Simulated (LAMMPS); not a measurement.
MD of SiC (zinc blende) at zero pressure, 1000 atoms, as a crystal; each row is its own run.

Computed with classical MD, pair style tersoff, file SiC_1994.tersoff (LAMMPS).

```csv
T (K),enthalpy (eV/atom)
200,-6.3843
300,-6.3588
1300,-6.0920
1740,-5.9687
2610,-5.7226
3040,-5.6022
3480,-5.4796
```

Problem. Fit a straight line, y = a + b x, to these rows (x is the first column, y the second) and predict the run at x = 2180.

Solution. Least squares gives a = -6.4443 and b = 0.0002764. At x = 2180 the fit predicts -5.8418 eV/atom. The run itself gave -5.8446 ± 0.0004 eV/atom, so the fit is 2.8 meV/atom high.

Caution (rows 200; 300): nuclei are classical, which matters for such light atoms.

Caution (rows 1300; 1740; 2180; 2610; 3040; 3480): a run this short can hold a crystal over, or a liquid under, the potential's own melting point, which these runs don't give.
